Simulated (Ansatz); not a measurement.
System: In2O3 (Pbcn, No. 60, 20 atoms in the cell; start mp-1105681; another space group than a measured phase of this formula). Method: HSE06 (plane waves, PAW; Ansatz, a program for electronic structure).

Settings: plane-wave cutoff 460 eV, 4×4×4 k mesh, Fermi–Dirac smearing 0.01 eV, scalar-relativistic PAW data made under PBE.

Cell (relaxed with PBEsol):

```yaml
crystal:
  lattice:
    - [7.97178, 0.00000, 0.00000]
    - [0.00000, 5.52150, 0.00000]
    - [0.00000, 0.00000, 5.60906]
  atoms:
    - { symbol: In, position: [0.11491, 0.24768, 0.52844] }
    - { symbol: In, position: [0.88509, 0.75232, 0.47156] }
    - { symbol: In, position: [0.38509, 0.25232, 0.02844] }
    - { symbol: In, position: [0.61491, 0.74768, 0.97156] }
    - { symbol: In, position: [0.61491, 0.25232, 0.47156] }
    - { symbol: In, position: [0.38509, 0.74768, 0.52844] }
    - { symbol: In, position: [0.88509, 0.24768, 0.97156] }
    - { symbol: In, position: [0.11491, 0.75232, 0.02844] }
    - { symbol: O, position: [0.84964, 0.38991, 0.60443] }
    - { symbol: O, position: [0.15036, 0.61009, 0.39557] }
    - { symbol: O, position: [0.65036, 0.11009, 0.10443] }
    - { symbol: O, position: [0.34964, 0.88991, 0.89557] }
    - { symbol: O, position: [0.34964, 0.11009, 0.39557] }
    - { symbol: O, position: [0.65036, 0.88991, 0.60443] }
    - { symbol: O, position: [0.15036, 0.38991, 0.89557] }
    - { symbol: O, position: [0.84964, 0.61009, 0.10443] }
    - { symbol: O, position: [0.00000, 0.95805, 0.75000] }
    - { symbol: O, position: [0.00000, 0.04195, 0.25000] }
    - { symbol: O, position: [0.50000, 0.54195, 0.25000] }
    - { symbol: O, position: [0.50000, 0.45805, 0.75000] }
```

Question: Give the computed band gap.

Answer: 
- band gap = 2.47 eV

Note: cell and atoms aren't relaxed at this level (largest force component 0.07 eV/Å, pressure -1.2 GPa).

Spin–orbit coupling is not included.

Computed values are for the static lattice.

Cost on a shared machine: roughly 16 core-minutes.

A start named mp-… is a Materials Project structure, which need not be a measured phase.
